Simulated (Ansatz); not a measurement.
Functionals compared on CO on the 1x1 (111) surface of fcc Ag, one in a 2x2 cell, started at the site 'top Ag', in Ansatz (plane waves, PAW). The structure was relaxed with PBE; the other rows are single points on it, each with its references at the same level. Cutoff 420 eV (500 eV for r2SCAN).

Set-up: 18 atoms, 7.1 Å thick at the start under the adsorbate (thin: gaps and levels are the slab's own); mesh 6x6x1; 0.1 eV smearing; dipole correction on; 8 atoms held, the rest relaxed; held to the start's symmetry, so lower structures may exist; no spin, no spin-orbit, no U, no dispersion correction. At the end it is bonded to Ag. In PBE it is, or lies within 0.03 eV of, the lowest of the starts that converged. These notes are the PBE run's. Adsorption energies are against CO(g). A negative adsorption energy means that the adsorbate is more stable on the surface than in its reference.

| functional | adsorption energy (eV) | work function of the top face (eV) | change of the work function (eV) | rough cost of the single point |
|---|---|---|---|---|
| PBE | -0.14 | 4.13 | -0.31 | – |
| RPBE | 0.13 | 3.97 | -0.27 | roughly 2.3 core-minutes |
| r2SCAN | … | … | … | very roughly 4 core-minutes |

Some entries are withheld; supply them.


- r2SCAN, adsorption energy (eV): -0.20
- r2SCAN, work function of the top face (eV): 4.12
- r2SCAN, change of the work function (eV): -0.28

Ansatz is a quantum-chemistry and plane-wave program.
